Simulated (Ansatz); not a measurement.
Base system: TiO2 in the anatase structure (space group I4_1/amd, No. 141; a = 3.7988 Å, c = 9.7007 Å). Axes: x, y, z lie along a, b, c of the conventional cell.

All numbers come from PBE, PAW, 420 eV (Ansatz, an electronic-structure program; no SOC).

Before the change:

- Band gap = 2.13 eV
- Volume per atom = 11.67 Å³

The change: biaxial strain +0.60 %, plane normal [001], relaxed out of plane (Cartesian); in-plane vectors clamped, the third vector and the atoms free.

Q: How does this affect the band gap and volume per atom?

A: The band gap shrinks by 0.054 eV (2.13 eV → 2.07 eV); the volume per atom goes up by 0.038 Å³ (11.67 Å³ → 11.70 Å³).

Stability against distortions was not tested. All final runs are without spin polarisation.
